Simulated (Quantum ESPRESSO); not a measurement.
A user runs Quantum ESPRESSO on Li₃Hg (Fm-3m, 4 atoms in the cell) and asks whether the run is sound. The aim is a self-consistent single point with DFT, PBEsol, plane waves, PseudoDojo standard norm-conserving (PBESOL) pseudopotentials.

Cell that was meant: a = 4.6393 Å, b = 4.6393 Å, c = 4.6393 Å, α = 60.00°, β = 60.00°, γ = 60.00°.

Part of the input:

```fortran
/
&ELECTRONS
    conv_thr = 1.0d-10
    mixing_beta = 1.0
    mixing_ndim = 2
/
ATOMIC_SPECIES
Li     6.9400  Li.upf
```

Log, with long lists cut:

```
     Message from routine setup:
     using ibrav=0 with symmetry is DISCOURAGED, use correct ibrav instead
     G-vector sticks info
   [... lines left out ...]
                       cart. coord. in units 2pi/alat
        k(    1) = (   0.0000000   0.0000000   0.0000000), wk =   0.0027435
        k(    2) = (   0.0785674   0.0785674  -0.0785674), wk =   0.0219479
        k(    3) = (   0.1571348   0.1571348  -0.1571348), wk =   0.0219479
   [... 32 lines left out ...]

     Dense  grid:    41703 G-vectors     FFT dimensions: (  50,  50,  50)

     Initial potential from superposition of free atoms

     starting charge      28.9857, renormalised to      29.0000
     Self-consistent Calculation

     iteration #  1     ecut=    75.00 Ry     beta= 1.00

     Threshold (ethr) on eigenvalues was too large:
     Diagonalizing with lowered threshold

     total energy              =    -376.03219056 Ry
     estimated scf accuracy    <       0.15107665 Ry

     iteration #  2     ecut=    75.00 Ry     beta= 1.00

     total energy              =    -376.04216721 Ry
     estimated scf accuracy    <       0.40596496 Ry

     iteration #  3     ecut=    75.00 Ry     beta= 1.00

     total energy              =    -376.12064134 Ry
     estimated scf accuracy    <       0.00118752 Ry

   [... 3 blocks of this kind left out ...]

     iteration #  7     ecut=    75.00 Ry     beta= 1.00

     total energy              =    -376.12090263 Ry
     estimated scf accuracy    <          1.5E-10 Ry

     iteration #  8     ecut=    75.00 Ry     beta= 1.00
     End of self-consistent calculation

     the Fermi energy is     6.1517 ev

!    total energy              =    -376.12090263 Ry
     estimated scf accuracy    <          1.5E-11 Ry
     smearing contrib. (-TS)   =      -0.00389666 Ry
     internal energy E=F+TS    =    -376.11700596 Ry

     convergence has been achieved in   8 iterations

     Forces acting on atoms (cartesian axes, Ry/au):

     atom    1 type  1   force =     0.00000000    0.00000000    0.00000000
   [... zero for the other atoms too ...]

     Total force =     0.000000     Total SCF correction =     0.000000

          total   stress  (Ry/bohr**3)                   (kbar)     P=      -12.50
  -0.00008500   0.00000000   0.00000000          -12.50        0.00        0.00
  -0.00000000  -0.00008500   0.00000000           -0.00      -12.50        0.00
   0.00000000   0.00000000  -0.00008500            0.00        0.00      -12.50

   JOB DONE.
```

Task: Can these results be used? Check the input.

Result: The compared values did not move, but the log warns. The input holds unsuitable density mixing, which can do harm: too large a step with little history lets the density overshoot, and too small a step makes little progress in the iterations allowed. The run converged in 8 iterations, and against the sound input the free energy hardly moves (within 1 meV/atom) and the pressure stays at -1.25 GPa. The full log also holds: “c_bands:  1 eigenvalues not converged”.

The sound input it was made from differs as follows (other fixes are possible):
```diff
-    mixing_beta = 1.0
-    mixing_ndim = 2
+    mixing_beta = 0.3
```

With that input, the run converged in 10 iterations: free energy E − TS -5117.3856 eV; Fermi level (on the code's own zero) 6.15 eV; pressure -1.25 GPa (DFT, PBEsol, plane waves, PseudoDojo standard norm-conserving (PBESOL) pseudopotentials).

On the sound input: the starting cell comes from a database of published, mostly measured structures (it also holds non-ambient and calculated ones), without a prior relaxation at this level. Spin-orbit coupling is off.
